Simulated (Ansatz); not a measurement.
Take a 27-atom supercell of Ta in the bcc (W type) structure (space group Im-3m, No. 229; a = 3.282 Å) at its relaxed geometry as the base.

Computed with PBEsol (Ansatz, an electronic-structure program, PAW, without spin-orbit coupling).

Before the change:

| Property | Value |
|---|---|
| Mean distance from the defect site to its nearest host atoms | 2.84 Å |
| Pressure | -0.3 GPa |

Modification: a neutral Ta vacancy, atoms relaxed at fixed cell, starting from a slightly rattled geometry.

Q: What happens to the formation energy, mean distance from the defect site to its nearest host atoms and pressure?

A: The formation energy E(defect cell) − (N_defect/N_perfect) E(perfect cell), N the atom counts is 3.3 eV; the mean distance from the defect site to its nearest host atoms drops by 0.11 Å to 2.73 Å; the pressure falls by 2.9 GPa, from -0.3 GPa to -3.2 GPa.

The cell is small, so the values are those of an ordered compound at a high defect concentration; dilute-limit values will differ. All final runs are without spin polarisation. The defect cell is not spin-polarised.
